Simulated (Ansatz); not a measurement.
# How the cohesive energy of Al2Cu (Fm-3m, No. 225; start mp-985806; another space group than a measured phase of this formula) moves with the method

No measured value is used here.

```json
[
 {"level (code)": "LDA (Ansatz)", "value (eV/atom)": "4.40", "cell (Å³/atom)": "15.19"},
 {"level (code)": "PBEsol (Ansatz)", "value (eV/atom)": "4.08", "cell (Å³/atom)": "15.65"},
 {"level (code)": "r²SCAN (Ansatz)", "value (eV/atom)": "(withheld)", "cell (Å³/atom)": "15.71"}
]
```

Some entries are withheld; supply them.


- r²SCAN (Ansatz, a quantum-chemistry and plane-wave program), value (eV/atom): 3.90

LDA, PBEsol, r²SCAN: the run has no spin polarisation, so it can have missed a magnetic state. LDA, PBEsol, r²SCAN: the relaxation could not lower the start's symmetry, so the cell can be a saddle point above a distorted one. Each level is taken at its own relaxed cell. Cutoffs differ between the levels. Ansatz's density-functional and Hartree–Fock values are scalar-relativistic unless marked +SOC, with PAW data made under PBE.

A start named mp-… is a Materials Project structure, which can be a computed phase never made.
